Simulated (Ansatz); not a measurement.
An Ansatz (a program for electronic structure) run: Al2O3 with a change (uniaxial stress, 5 GPa compression along z); PBE, PAW, 420 eV (Ansatz; scalar-relativistic without spin-orbit coupling), earlier PAW set.

Input:

Ansatz 0.2 input:
```yaml
crystal:
  lattice:
    - [2.4039891941, 1.3879438083, 4.3738676417]
    - [-2.4039891941, 1.3879438083, 4.3738676417]
    - [0, -2.7758876167, 4.3738676417]
  atoms:
    - { symbol: Al, position: [0.3521265198, 0.3521265198, 0.3521265198] }
    - { symbol: Al, position: [0.1478734802, 0.1478734802, 0.1478734802] }
    - { symbol: Al, position: [0.6478734802, 0.6478734802, 0.6478734802] }
    - { symbol: Al, position: [0.8521265198, 0.8521265198, 0.8521265198] }
    - { symbol: O, position: [0.5561569229, 0.9438430771, 0.25] }
    - { symbol: O, position: [0.25, 0.5561569229, 0.9438430771] }
    - { symbol: O, position: [0.9438430771, 0.25, 0.5561569229] }
    - { symbol: O, position: [0.4438430771, 0.0561569229, 0.75] }
    - { symbol: O, position: [0.75, 0.4438430771, 0.0561569229] }
    - { symbol: O, position: [0.0561569229, 0.75, 0.4438430771] }
basis: { ecutwfc: 420, ecutrho_ratio: 4, xc_grid: 2, fft_grid_basis: typed }
kpoints: { mp_grid: { grid: [8, 8, 8] } }
hamiltonian:
  xc: pbe
  dispersion: none
  pseudopotentials: { azcp: { folder: ./paw }, kind: paw }
scf: { occupations: { method: fermi_dirac, width: 0.05 } }
relax: { f_tol: 0.005, max_steps: 50, cell: { stress_tol: 0.01, sigma_target: [0, 0, 5, 0, 0, 0] } }
output: { forces: true, stress: true }
checkpoint: { write: state.ck, write_every: 1000 }
```

Output (explanatory and most iteration lines left out):

```
Relaxation: its limit of steps is 50 (relax.max_steps)
Pseudopotential: Al, paw, valence charge 3
Pseudopotential: O, paw, valence charge 6
Crystal: 10 atoms, lattice volume = 87.563 Å³
Basis set: ecut = 420 eV, 1707 PW (Γ), exchange–correlation on 72×72×72 points (8 copies of the dense FFT grid, shifted against one another)
Bands: 34, of which v1, the nominal top of the filled ones, is band 24 counted from 1 (23 counted from 0)
Symmetry: 12 space group operations
Space group: R-3c (ITA 167), of the structure as read, at distance tolerance 4.4e-5 Å
k-points: 65 of 512
Functional: x = pbe(κ = 0.804, μ = 0.2195149727645171), c = pbe(β = 0.06672455060314922)
SCF iter   1: F=—  HF=-5573.192498 eV  |F-HF|=—  |Δ(HF+E_count)|=         —  Δρ=1.27e-1  dr2=1.34e1  ethr=3.10e-3  ⟨swp⟩=6.9  Hψ=10674  notcnv=0  defer=22
SCF iter   2: F=—  HF=-5569.742444 eV  |F-HF|=—  |Δ(HF+E_count)|=    3.45e0  Δρ=4.25e-2  dr2=7.62e-1  ethr=3.10e-3  ⟨swp⟩=3.0  Hψ=4961  notcnv=0  defer=260
SCF 1 converged in 7 iterations: F = -5569.657191 eV  dr2 = 2.16e-8
relax step   1: F+E_penalty+E_count = -5569.65719117 eV  Δ(F+E_penalty+E_count) = +0.000e0 eV  max|allowed force component| = 2.438e-5 eV/Å  Δτ_max = 0.0000 Å  P = +0.007 GPa  Ω = 87.563 Å³  (7 SCF iters, dr2 threshold 1.00e-7 eV, accepted)
[... steps on the carried basis left out ...]
relax step   9: F+E_penalty+E_count = -5569.64072633 eV  Δ(F+E_penalty+E_count) = +5.421e-5 eV  max|allowed force component| = 2.932e-5 eV/Å  Δτ_max = 0.0000 Å  P = +1.666 GPa  Ω = 86.899 Å³  stress off target by 2.54e-3 GPa  SCF on the basis re-selected at this cell (its energy is not comparable with the rows above)  (5 SCF iters)
SCF converged after 5 iterations
Free energy (F): -5569.640726 eV
Internal energy: -5569.640726 eV  (E = F + TS)
E sigma→0 (E₀):  -5569.640726 eV
Fermi energy:    10.490661 eV
--- Forces (eV/Å), atoms counted from 1 ---
  atom   1  Al    -0.00000000    -0.00000000     0.00002642
  atom   2  Al     0.00000000     0.00000000    -0.00002642
  atom   3  Al     0.00000000     0.00000000    -0.00002642
  atom   4  Al     0.00000000    -0.00000000     0.00002642
  atom   5  O     -0.00002932     0.00000000     0.00000000
  atom   6  O      0.00001466    -0.00002539    -0.00000000
  atom   7  O      0.00001466     0.00002539     0.00000000
  atom   8  O      0.00002932    -0.00000000    -0.00000000
  atom   9  O     -0.00001466     0.00002539     0.00000000
  atom  10  O     -0.00001466    -0.00002539    -0.00000000
--- Stress (GPa, compression-positive) ---
       -0.000030      -0.000000      -0.000000
       -0.000000      -0.000030      -0.000000
       -0.000000      -0.000000       4.997460
  P = ⅓ Tr σ = 1.6658 GPa (16.658 kbar)
--- Relaxed structure (7 steps of the walk, 7 accepted, 2 SCFs on fresh bases) ---
  cell:  # Å, volume = 86.8992 Å³
    - [2.40932980155897, 1.3910272094801917, 4.3214834781697995]
    - [-2.40932980155897, 1.3910272094801917, 4.3214834781697995]
    - [-2.5385632172195235e-34, -2.7820544190097842, 4.3214834781538976]
  atoms:
    - { symbol: Al, position: [0.3525771465367293, 0.3525771465367293, 0.3525771465367293] }
    - { symbol: Al, position: [0.14742285346327075, 0.14742285346327075, 0.14742285346327078] }
    - { symbol: Al, position: [0.6474228534632709, 0.6474228534632709, 0.647422853463271] }
    - { symbol: Al, position: [0.852577146536729, 0.852577146536729, 0.852577146536729] }
    - { symbol: O, position: [0.5558382695892441, 0.9441617304107559, 0.25] }
    - { symbol: O, position: [0.25, 0.5558382695892441, 0.944161730410756] }
    - { symbol: O, position: [0.9441617304107559, 0.25000000000000006, 0.555838269589244] }
    - { symbol: O, position: [0.4441617304107559, 0.05583826958924415, 0.75] }
    - { symbol: O, position: [0.75, 0.4441617304107559, 0.05583826958924415] }
    - { symbol: O, position: [0.05583826958924415, 0.75, 0.4441617304107559] }
```

Load acts through the strain it causes; cell and atoms are relaxed under it. sigma_target is in GPa, compression positive, in the order xx, yy, zz, yz, xz, xy. Stability under load was not tested beyond the relaxation. The cell was made from Al2O3 in the corundum structure (space group R-3c, No. 167) by this change: uniaxial stress, 5 GPa compression along z.
